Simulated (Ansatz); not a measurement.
The starting structures come from a database of crystals and need not be the phases stable at ambient conditions.

**Evanescent states of Mg$_{2}$H$_{6}$Os (Fm-3m, not sure to be the ambient phase, 9 atoms a cell, 8.1 Å³ an atom) along the normal of (001)**

Method: r2SCAN (plane waves, PAW; Ansatz, a quantum-chemistry and plane-wave program).

The gap is the functional's own. No spin-orbit coupling. Mid-gap values are interpolated on the energy grid.

Energies count from the valence-band top; κ is the least over a 6×6 mesh across the current.

| E (eV) | κ (1/Å) | where |
|---|---|---|
| 0.09 | 0.219 | off Γ |
| 0.27 | 0.377 | off Γ |
| 0.45 | 0.392 | off Γ |
| 0.63 | 0.399 | off Γ |
| 0.81 | 0.403 | off Γ |
| 0.99 | 0.408 | off Γ |
| 1.17 | 0.410 | off Γ |
| 1.35 | 0.411 | off Γ |
| 1.53 | 0.413 | off Γ |
| 1.71 | 0.415 | off Γ |
| 1.89 | 0.417 | off Γ |
| 2.07 | 0.419 | off Γ |
| 2.25 | 0.419 | off Γ |
| 2.43 | 0.413 | Γ |
| 2.61 | 0.396 | Γ |
| 2.79 | 0.378 | Γ |
| 2.97 | 0.350 | off Γ |
| 3.15 | 0.307 | off Γ |
| 3.33 | 0.261 | off Γ |
| 3.51 | 0.207 | off Γ |
| 3.69 | 0.136 | off Γ |

How thick must the barrier be to attenuate the transmission by 10^8 when the electrodes' Fermi level lies at 0.45 eV, and what attenuation does that film give at 1.71 eV?

d = 8 ln 10 / (2 × 0.392) = 23.5 Å. At 1.71 eV it gives 8 × 0.415/0.392 = 8.5 decades.
